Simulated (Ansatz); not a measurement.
Abridged Ansatz (an electronic-structure program) output:

```
Pseudopotential: Pb, paw, valence charge 14
Crystal: 2 atoms, lattice volume = 62.010 Å³
Basis set: ecut = 500 eV, 1581 PW (Γ), exchange–correlation on 108×108×180 points (64 copies of the dense FFT grid, shifted against one another)
Bands: 18, of which v1, the nominal top of the filled ones, is band 14 counted from 1 (13 counted from 0)
Symmetry: 24 space group operations
k-points: 135 of 1800
Functional: x = r2scan, c = r2scan; τ floored in thin density (d = 2e-4 eV/Å³)
SCF iter   1: F=—  HF=-23841.696074 eV  |F-HF|=—  |Δ(HF+E_count)|=         —  Δρ=6.79e-3  dr2=1.90e-2  dr2_τ=1.19e-3  ethr=1.77e-3  ⟨swp⟩=6.2  Hψ=12224  notcnv=0
SCF iter   2: F=—  HF=-23841.695628 eV  |F-HF|=—  |Δ(HF+E_count)|=   4.46e-4  Δρ=3.02e-3  dr2=4.07e-3  dr2_τ=1.19e-4  ethr=6.77e-5  ⟨swp⟩=3.0  Hψ=5917  notcnv=0  defer=24
SCF 1 converged in 9 iterations: F = -23841.695298 eV  dr2 = 3.70e-11
SCF converged after 9 iterations
Free energy (F): -23841.695298 eV
Internal energy: -23841.689453 eV  (E = F + TS)
E sigma→0 (E₀):  -23841.692376 eV
Entropy (-TS):   -0.005846 eV (-2.923 meV/atom)
Fermi energy:    10.536836 eV
--- Forces (eV/Å), atoms counted from 1 ---
  atom   1  Pb    -0.00000000    -0.00000000     0.00000000
  atom   2  Pb     0.00000000     0.00000000     0.00000000
--- Stress (GPa, compression-positive) ---
       -0.003372       0.000000       0.000000
        0.000000      -0.003372       0.000000
        0.000000       0.000000       0.002000
  P = ⅓ Tr σ = -0.0016 GPa (-0.016 kbar)
```

What was computed, and what are the main results?

Pb, 2 atoms in the cell, with r2SCAN (Ansatz), no SOC. The last SCF converged to F = -23841.695298 eV, or -11920.8476 eV per atom, at a pressure of 0.00 GPa. The total energy compares only with runs of the same code, potentials and settings.

No phonon test of stability was made. The cell was made from Tl by this change: Tl → Pb; the result is a model cell. This is not the structure that Pb has at room temperature and ambient pressure.
